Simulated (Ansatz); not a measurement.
The starting structures come from a database of crystals and need not be the phases stable at ambient conditions.

Evanescent states of SrTiO3 (I4/mcm, not sure to be the ambient phase, 10 atoms a cell, 12.0 Å³ an atom) along the normal of (001)

Method: r2SCAN (plane waves, PAW; Ansatz, a first-principles code).

No gap correction and no spin-orbit coupling; mid-gap values are interpolated between computed energies.

Energies count from the valence-band top; κ is the least over a 6×6 mesh across the current.

```tsv
E (eV)	κ (1/Å)	where
0.06	0.129	Γ
0.18	0.178	Γ
0.30	0.194	Γ
0.42	0.208	Γ
0.54	0.219	Γ
0.66	0.230	Γ
0.78	0.239	Γ
0.90	0.246	Γ
1.02	0.253	Γ
1.14	0.259	Γ
1.26	0.264	Γ
1.38	0.269	Γ
1.50	0.270	Γ
1.62	0.254	Γ
1.74	0.236	Γ
1.86	0.215	Γ
1.98	0.189	Γ
2.10	0.156	Γ
2.22	0.109	Γ
```

**Question.** How thick must the barrier be to attenuate the transmission by 10^8 when the electrodes' Fermi level lies at 1.14 eV, and what attenuation does that film give at 1.02 eV?

**Answer.** d = 8 ln 10 / (2 × 0.259) = 35.6 Å. At 1.02 eV it gives 8 × 0.253/0.259 = 7.8 decades.
